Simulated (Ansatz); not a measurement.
**TlBr: response to strain**

Start from TlBr in the CsCl type structure (space group Pm-3m, No. 221; a = 3.840 Å). Axes: x, y, z lie along the cube axes.

Strains are applied to the cell and any free atomic positions relax.

Computed with LDA (Ansatz, a program for electronic structure, PAW, spin-orbit coupling left out).

Candidates:
(a) uniaxial strain ε_zz = −2.00 %
(b) uniaxial strain ε_zz = −1.50 %
(c) uniaxial strain ε_zz = +2.50 %

Before the change:

```
Item                   Value
-------------------  -------
Smallest direct gap  1.37 eV
```

**Question.** Order them by smallest direct gap, lowest first.

**Answer.** (a) uniaxial strain ε_zz = −2.00 % (1.26 eV), (b) uniaxial strain ε_zz = −1.50 % (1.29 eV), (c) uniaxial strain ε_zz = +2.50 % (1.42 eV)

With Tl present, leaving out spin-orbit coupling can change the band edges. Whether these cells are dynamically stable was not tested.
